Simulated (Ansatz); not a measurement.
Take Ni in the fcc (Cu type) structure (space group Fm-3m, No. 225; a = 3.479 Å; ferromagnetic; relaxed with 0.1 eV smearing) as the base.

Computed with DFT with r2SCAN, PAW potentials and a 500 eV plane-wave cutoff in Ansatz (a quantum-chemistry and plane-wave program), without spin-orbit coupling.

For the base:

The magnetic state comes out as ferromagnetic and the largest site moment is 0.79 μB. The pressure comes out as 0.0 GPa and the band gap is zero.

The change: the cell is scaled by 0.9521 in all directions, atoms relaxed at fixed cell.

Task: What does the calculation give for the magnetic state, largest site moment, pressure and band gap after the change?

Result: The magnetic state is still ferromagnetic; the largest site moment drops by 0.077 μB (0.79 μB → 0.72 μB); the pressure goes from zero to 46.0 GPa; the band gap stays zero.

Other magnetic orders, which the real material may have, were not ruled out. The cells carry an imposed strain or load. Whether these cells are dynamically stable was not tested.
